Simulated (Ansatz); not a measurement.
For Ti₂O (P-3m1), PBEsol, DFPT electron-phonon coupling, linearised Boltzmann equation (Ansatz, a first-principles code) gives a transport coupling λ_tr = 0.306 and a Drude plasma energy ħω_p = 4.70 eV along z (a = (2.95, 0.00, 0.00) Å; b = (-1.48, 2.56, 0.00) Å; c = (0.00, 0.00, 4.72) Å).

Estimate the resistivity at 300 K from the high-temperature formula ρ = 2π λ_tr k_B T / (ħ ε₀ ω_p²), and say how the full Boltzmann solution compares.

The scattering rate is 1/τ = 2π λ_tr k_B T/ħ = 7.55e13 s⁻¹ and ω_p = 7.14e15 s⁻¹, so ρ ≈ 16.7 μΩ·cm. The Boltzmann solution gives 14.2 μΩ·cm, 0.85 times the estimate; it lies lower because k_BT is not large against the phonon energies and the solution lets the distribution adjust.

A metal at this level (no band gap). Only scattering by harmonic phonons is included (no impurities, grain boundaries, electron-electron scattering or thermal expansion). Spin-orbit coupling is left out. Halving the electron mesh (32x32x20) moves the resistivity by up to 1 % at 300 K, the coupling by up to 3 %. Smearing 0.20 eV; phonons on a 5x5x3 q mesh, which this run doesn't test.

Formula and space group known from diffraction (Crystallography Open Database), not checked to be the room-temperature form: Ti2O (P-3m1).
